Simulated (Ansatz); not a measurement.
# A computed series for InHO2: pressure series

The reference is InHO2 (space group Pnnm, No. 58; a = 4.521 Å, b = 5.282 Å, c = 3.287 Å; a cell from a computed database, its experimental status unchecked).

Cell and atoms are relaxed at each pressure.

Computed with plane-wave PAW DFT at the PBEsol level (Ansatz, an electronic-structure program, 420 eV), without spin-orbit coupling.

| P (GPa) | V (Å³/atom) |
|---|---|
| -2.00 | 9.937 |
| -0.99 | 9.874 |
| 0.29 | 9.797 |
| 0.70 | 9.773 |
| 1.49 | 9.728 |
| 3.00 | 9.645 |
| 7.50 | 9.419 |
| 10.00 | 9.305 |

Q: Fit a third-order Birch–Murnaghan equation of state.

A: Least squares on P(V) = (3B₀/2)[(V₀/V)^(7/3) − (V₀/V)^(5/3)]·[1 + (3/4)(B₀′ − 4)((V₀/V)^(2/3) − 1)] gives V₀ = 9.81 Å³/atom, B₀ = 166 GPa and B₀′ = 4.7.

Between the base and pressure 10 GPa the gap moves from 1.98 eV to 2.34 eV, a mean slope of 36 meV/GPa.

Load acts through the strain it causes; cell and atoms are relaxed under it. Whether these cells are dynamically stable was not tested. Competing high-pressure phases were not computed.
